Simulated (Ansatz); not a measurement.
The reference is Ag2O (space group Pn-3m, No. 224).

```yaml
crystal:
  lattice:
    - [4.81239, 0.00000, 0.00000]
    - [0.00000, 4.81239, 0.00000]
    - [0.00000, 0.00000, 4.81239]
  atoms:
    - { symbol: Ag, position: [0.75000, 0.25000, 0.75000] }
    - { symbol: Ag, position: [0.25000, 0.75000, 0.75000] }
    - { symbol: Ag, position: [0.75000, 0.75000, 0.25000] }
    - { symbol: Ag, position: [0.25000, 0.25000, 0.25000] }
    - { symbol: O, position: [0.00000, 0.00000, 0.00000] }
    - { symbol: O, position: [0.50000, 0.50000, 0.50000] }
```

Method: PBE/PAW in Ansatz (an electronic-structure program), spin-orbit coupling left out.

Before the change:

The pressure is 0.0 GPa and the band gap is zero.

Modification: every lattice vector is shortened by 0.60 %; the atoms relax in the strained cell.

Problem. Estimate the effect on the pressure.

Solution. The pressure goes from zero to 1.3 GPa.

Problem. What does the calculation give for the energy relative to the base after the change?

Solution. The energy rises by 1.3 meV/atom.

Problem. What happens to the band gap?

Solution. The band gap stays zero.

The mesh was chosen for an insulator and is coarse for the gapless case. Whether these cells are dynamically stable was not tested. No Hubbard U is applied, and correlation can decide whether such a compound is a metal. All final runs are without spin polarisation. A zero or small gap of Ag2O can be the functional's error rather than a property of the material.
